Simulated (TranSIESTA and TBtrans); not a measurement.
## Si chain with one bond stretched by 2.0 Å

Device: Si chain with one bond stretched by 2.0 Å. Leads: straight Si chain, spacing 2.25 Å. Geometry: as built, not relaxed.

TranSIESTA and TBtrans, PBE, DZP numerical orbitals (energy shift 0.15 eV), PseudoDojo norm-conserving scalar-relativistic potentials, mesh cutoff 200 Ry, 300 K, no spin polarisation, no spin-orbit coupling; self-consistent non-equilibrium Green functions.

- Conductance at 300 K (G0 = 2e²/h) = 0.082
- Thermopower (μV/K) = -3.7
- Mean T from −0.5 to 0.5 eV = 0.075

Energies count from the leads' Fermi level. Transmissions are for one spin of a degenerate pair. The energy step is 0.01 eV; narrower resonances are cut or missed.

```csv
E (eV),T,lead channels
-1.95,0,0
-1.80,0,0
-1.65,0,0
-1.50,0,0
-1.35,0,0
-1.20,0.0052,band edge
-1.05,0.014,3
-0.90,0.021,3
-0.75,0.028,3
-0.60,0.036,3
-0.45,0.046,3
-0.30,0.060,3
-0.15,0.073,3
0.00,0.082,3
0.15,0.086,3
0.30,0.087,3
0.45,0.087,3
0.60,0.089,3
0.75,0.091,3
0.90,0.094,3
1.05,0.099,3
1.20,0.10,3
1.35,0.11,3
1.50,0.12,3
1.65,0.12,3
1.80,0.13,3
1.95,0.14,3
```

The straight chain is held at its spacing; free chains may zigzag or dimerise. No spin-polarised start was tried, so a magnetic state, if there is one, is missed.
